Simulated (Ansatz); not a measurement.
A zigzag WS2 nanoribbon, N = 5, bare edges, stretched and compressed along its axis from its relaxed period of 3.146 Å, atoms relaxed at each length.

Computed with PBE (plane waves to 420 eV, PAW; Ansatz, a quantum-chemistry and plane-wave program). Mesh 1×1×20. Collinear spin, started with opposed moments, and moments remain. It repeats along c; a and b span vacuum. An idealised model, cut from the flat sheet. It keeps the symmetry and period of its start, so it need not be a minimum against all distortions. Values not marked SOC lack spin–orbit coupling. Fermi–Dirac width 0.05 eV. The two edges differ, and the field of the images 11 Å away isn't corrected. Buckling under compression is shut out by symmetry and the short period. Energies are free energies at a Fermi–Dirac width of 0.05 eV, from the unstrained cell.

```
strain (%)  energy (meV a period)  axial force (nN)
----------  ---------------------  ----------------
-3.0                          [?]               [?]
-1.5                          +44             -3.08
0.0                             0              0.00
+1.5                          [?]               [?]
+3.0                         +143             +4.71
```

**Question.** Some entries are withheld; supply them.

**Answer.** 
- -3.0, energy (meV a period): +186
- -3.0, axial force (nN): -6.62
- +1.5, energy (meV a period): +36
- +1.5, axial force (nN): +2.46
